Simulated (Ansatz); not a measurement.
## HgTe: transverse stress against strain

HgTe (zinc blende, F-43m, 34.483 Å³/atom at rest, cube axes along x, y and z) under a strain ε along a cube axis (axis z), the other axes held. PBEsol in Ansatz, a plane-wave DFT program (PAW, default set), 420 eV, 9×9×9 Γ-centred mesh, Fermi-Dirac smearing 0.05 eV; ions are relaxed within the symmetry of each cell. Stress is positive for a compressed cell.

Here s stands for strain and y for stress xx.

| strain (%) | stress xx (GPa) |
|---|---|
| -3.00 | ? |
| -1.50 | 0.58 |
| -1.00 | 0.38 |
| -0.50 | 0.19 |
| 0.00 | 0.00 |
| 0.50 | -0.18 |
| 1.00 | -0.36 |
| 1.50 | -0.52 |

Fit y of the 7 rows that show it with a straight line. Means: s 0, y 0.013. About the means, the sum of products is -2.5750 and the sum of squares of s is 7.0000; the slope is their ratio. Least squares gives y = 0.013 - 0.3679·s. Residuals (row less fit): 0.015, -0.001, -0.007, -0.013, -0.009, -0.005, 0.019; standard error 0.013 (degrees of freedom: 5). The slope gives the elastic constant C12 = 37 ± 0.5 GPa.

### Question
What does the fit predict for y at s = -3.00, and how far is the calculated value from it?

### Answer
y = 0.013 - 0.3679 × (-3.0) = 1.117 GPa. The calculation gives 1.23 GPa, 0.113 GPa above the prediction (6.5 % of the range of y in the table). The row lies outside the fitted rows, so this is an extrapolation. From the scatter of the fitted rows alone, a prediction at this place has a standard error of 0.021 GPa, so the miss is 5.4 times that.

One order more, fitted to all 13 runs of the series, follows each within 0.01, so the miss is the next term of a smooth law. This level leaves no gap over 0.05 eV at strain -1.50, -1.00, -0.50, 0.00, 0.50, 1.00, 1.50, where the mesh may be coarse. Rows are the converged runs of the series near zero and its far end; series whose fitted rows scatter by over a few per cent of the range, as at a crossing or softening among them, aren't shown in this form. Most that stay on the fit to the last digits aren't either.
